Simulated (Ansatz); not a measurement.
# TiBiO3 (model structure, started from the tetragonal perovskite type, P4mm, No. 99, 5 atoms in the cell): lattice parameter c by level of theory

No measured value is used here.

```tsv
level (code)	value (Å)
LDA (Ansatz)	3.967
PBEsol (Ansatz)	4.021
r²SCAN (Ansatz)	4.058
```

The crystal itself was run without spin with LDA, PBEsol, r²SCAN; a magnetic state was not tried in these runs. Density-functional levels without +SOC have no spin–orbit coupling. LDA, PBEsol, r²SCAN: the run has no spin polarisation, so it can have missed a magnetic state. Cutoffs differ between the levels. Ansatz's density-functional and Hartree–Fock values are scalar-relativistic unless marked +SOC, with PAW data made under PBE.

A model structure was made by putting elements into a prototype or built by hand; it is no filed structure, need not be a known phase, and can be a saddle point held by its symmetry.

Ansatz is an electronic-structure program.
